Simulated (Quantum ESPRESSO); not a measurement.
Troubleshooting Quantum ESPRESSO: a failed run on AgBiSeS (P4/mmm, 4 atoms in the cell). The aim is a self-consistent single point with DFT, PBEsol, plane waves, PseudoDojo standard norm-conserving (PBESOL) pseudopotentials.

Cell that was meant: a = 4.0243 Å, b = 4.0243 Å, c = 5.9223 Å, α = 90.00°, β = 90.00°, γ = 90.00°.

Part of the input:

```fortran
&SYSTEM
  ibrav = 0
  nat = 4
  ntyp = 3
  ecutwfc = 90
  occupations = 'smearing'
  smearing = 'gauss'
```

Output (repeated stretches shortened):

```
     This program is part of the open-source Quantum ESPRESSO suite
     for quantum simulation of materials; please cite

Warning: card S     32.0600  S.UPF ignored

 %%%%%%%%%%%%%%%%%%%%%%%%%%%%%%%%%%%%%%%%%%%%%%%%%%%%%%%%%%%%%%%%%%%%%%%%%%%%%%
     Error in routine read_cards (4):
     species S in ATOMIC_POSITIONS is nonexistent
 %%%%%%%%%%%%%%%%%%%%%%%%%%%%%%%%%%%%%%%%%%%%%%%%%%%%%%%%%%%%%%%%%%%%%%%%%%%%%%

     stopping ...
```

Task: Read the log: what does the program object to, and what is the fix?

Result: The fault is a species count that does not match the list of species. The number of species decides how many lines of the species card are read. To fix it, make the count match the list. The program stopped before any SCF iteration.

The sound input it was made from differs as follows (other fixes are possible):
```diff
-  ntyp = 3
+  ntyp = 4
```

With that input, the run converged in 12 iterations: free energy E − TS -10033.6032 eV; Fermi level (on the code's own zero) 10.20 eV; pressure -3.67 GPa (DFT, PBEsol, plane waves, PseudoDojo standard norm-conserving (PBESOL) pseudopotentials).

On the sound input: the starting cell comes from a database of computed structures (which also holds hypothetical and non-ambient phases and stackings), without a prior relaxation at this level. With a pressure of about -4 GPa the cell is away from its equilibrium volume at this level. The run gives no clean gap (levels at the Fermi energy touch, overlap or are partly filled at this smearing), which alone does not show that the compound is a metal.
